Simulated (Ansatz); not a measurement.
Ansatz (a quantum-chemistry and plane-wave program) run on LaB₆ (Pm-3m, 7 atoms in the cell): zone-centre phonon calculation.

Computed with PBE (plane waves, PAW; Ansatz).

```xyz
7
Lattice="4.1475 0.0000 0.0000 0.0000 4.1475 0.0000 0.0000 0.0000 4.1475" Properties=species:S:1:pos:R:3 pbc="T T T"
La     0.0000     0.0000     0.0000
B      3.3222     2.0738     2.0738
B      2.0738     0.8254     2.0738
B      2.0738     3.3222     2.0738
B      0.8254     2.0738     2.0738
B      2.0738     2.0738     3.3222
B      2.0738     2.0738     0.8254
```

Reference input (self-consistent single point, DFT, PBE, plane waves, default PAW files): basis.ecutwfc = 420 eV; kpoints.mp_grid.grid = 8 8 8; hamiltonian.xc = pbe; hamiltonian.pseudopotentials = {kind: paw} (the program's default PAW files); scf.occupations.method = fermi_dirac; scf.occupations.width = 0.1 eV. This run's input differs from it in these lines:

```diff
@@ -23,6 +23,5 @@
   occupations: { method: fermi_dirac, width: 0.1 eV }
-output:
-  forces: true
-  eigenvalues: true
-  stress: true
+  convergence: { dr2_threshold: 1.0e-03 eV }
+phonons:
+  method: dfpt
```

The program printed (abridged):

```
SCF iter   1: F=—  HF=-7189.524969 eV  |F-HF|=—  |Δ(HF+E_count)|=         —  Δρ=3.82e-3  dr2=1.09e-2  ethr=1.77e-3  ⟨swp⟩=4.7  Hψ=12419  notcnv=0
all-band conjugate gradients solve this SCF's bands
preconditioner: auto → Kerker (q_TF=auto, 2.348 Å⁻¹)
SCF iter   2: F=—  HF=-7189.521850 eV  |F-HF|=—  |Δ(HF+E_count)|=   3.12e-3  Δρ=1.68e-3  dr2=1.89e-3  ethr=3.75e-5  ⟨swp⟩=2.5  Hψ=6206  notcnv=0
   [... lines left out ...]
SCF iter   4: F=-7189.521390 eV  HF=-7189.521389 eV  |F-HF|=1.40e-6  |Δ(HF+E_count)|=   1.58e-6  Δρ=7.14e-5  dr2=3.66e-6  ethr=4.42e-7  ⟨swp⟩=2.1  Hψ=3832  notcnv=0
iter 5 did not close the SCF: its close was put off for the readings that it lacked (scf_convergence_deferred on its scf_iter line)
SCF iter   5: F=-7189.521390 eV  HF=-7189.521390 eV  |F-HF|=9.29e-8  |Δ(HF+E_count)|=   1.42e-6  Δρ=2.11e-5  dr2=4.12e-7  ethr=1.26e-8  ⟨swp⟩=2.4  Hψ=4559  notcnv=0
SCF iter   6: F=-7189.521390 eV  HF=-7189.521390 eV  |F-HF|=3.30e-9  |Δ(HF+E_count)|=   1.67e-7  Δρ=4.10e-6  dr2=9.05e-9  ethr=1.42e-9  ⟨swp⟩=7.5  Hψ=19652  notcnv=0
SCF 1 converged in 6 iterations: F = -7189.521390 eV  dr2 = 9.05e-9
DFPT response loops at Γ: preconditioner auto → Kerker (q_TF=auto, 2.348 Å⁻¹) (partly filled bands, converged f_vac=0.000) …
Free energy (F): -7189.521390 eV
Internal energy: -7189.495364 eV  (E = F + TS)
E sigma→0 (E₀):  -7189.508377 eV
Entropy (-TS):   -0.026026 eV (-3.718 meV/atom)
Fermi energy:    12.137676 eV
--- Phonons (Γ-DFPT): 3 representative perturbations + reference, on 125 of 512 k-points (Σ response iterations 7) ---
  k mesh reduced under 4 symmetry operations, with k and −k counted as one. Each operation leaves every solved displacement unchanged or reverses it
  ASR residual: 4.431e-3 → 0.000e0 eV/Å²; symmetrization residual: 6.494e-8 eV/Å²
  ASR residual per site (eV/Å²): 4.43e-3 1.20e-3 1.20e-3 1.20e-3 1.20e-3 1.20e-3 1.20e-3
  Γ frequencies (cm⁻¹): 0.00 0.00 0.00 184.04 184.04 184.04 504.71 504.71 504.71 568.88 568.88 568.88 682.41 682.41 682.41 840.35 840.35 840.35 1125.00 1125.00 1264.17
  non-analytic LO–TO correction: not included (Born effective charges unavailable; polar crystals: no LO–TO splitting at Γ)
```

The run converged in 6 iterations.  The full log also holds: “iter 4 did not close the SCF: its close was put off for the readings that it lacked (scf_convergence_deferred on its scf_iter line)”. The full log also holds: “iter 5 did not close the SCF: its close was put off for the readings that it lacked (scf_convergence_deferred on its scf_iter line)”.

Summary of the result:
- Free energy E − TS (on the zero of these files): -7189.5214 eV
- Fermi level (on the code's own zero): 12.14 eV
- Zone-centre frequencies (cm⁻¹; negative means imaginary): 0, 0, 0, 184, 184, 184, 505, 505, 505, 569, 569, 569, 682, 682, 682, 840, 840, 840, 1125, 1125, 1264

The starting cell has typed, rounded lattice constants, without a prior relaxation at this level. Its lattice was rescaled by up to half a per cent.

Cost on one core of a shared machine: roughly 50 s.

Keys are those of Ansatz 0.2.
